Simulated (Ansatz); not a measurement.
Effect of electrons 7.0×10^21 cm⁻³ on NaCl

Take NaCl in the rock salt structure (space group Fm-3m, No. 225; a = 5.696 Å) as the base.

Modification: electron doping at 7.0×10^21 cm⁻³ (0.323 per cell), with a uniform compensating background at fixed cell and a 300 K Fermi–Dirac width.

All numbers come from PBE (Ansatz, a program for electronic structure; PAW; 420 eV plane waves; scalar-relativistic without spin-orbit coupling). Γ-centred 23×23×23 mesh, Fermi–Dirac width 0.0259 eV.

```csv
quantity,base,changed,shift
gap between the host's bands,5.00 eV,4.67 eV,-0.33 eV
gap character,direct at Γ,direct at Γ,–
Fermi level relative to the doped band's edge (positive inside the band; to 0.05 eV),–,+2.05 eV,–
```

Charged cell with a jellium background: band edges are those of the host's band count, energies are not comparable with the neutral cell, and many-body gap narrowing is missing. Gaps are read on the SCF mesh and a high-symmetry path. Whether these cells are dynamically stable was not tested.
